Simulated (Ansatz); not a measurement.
# Re (space group R-3m, No. 166; a cell from a computed database, its experimental status unchecked)

```xyz
3
Lattice="1.3768 0.7949 6.6518 -1.3768 0.7949 6.6518 0.0000 -1.5898 6.6518" Properties=species:S:1:pos:R:3 pbc="T T T"
Re     0.0000     0.0000     0.0000
Re     0.0000     0.0000     4.4327
Re     0.0000     0.0000    15.5226
```

All numbers come from PBEsol, PAW, 420 eV (Ansatz, a first-principles code; no spin-orbit coupling). Settings: 19×19×19 k-points, 0.05 eV Fermi–Dirac smearing.

```json
{
  "volume_per_atom": "14.56 Å³",
  "density": "21.24 g/cm³",
  "band_gap": "zero",
  "total_energy": "-10737.235 eV/atom (σ→0; compares only within this code and set-up)"
}
```

Whether these cells are dynamically stable was not tested. The final runs are not spin-polarised. This is not the structure that Re has at room temperature and ambient pressure.
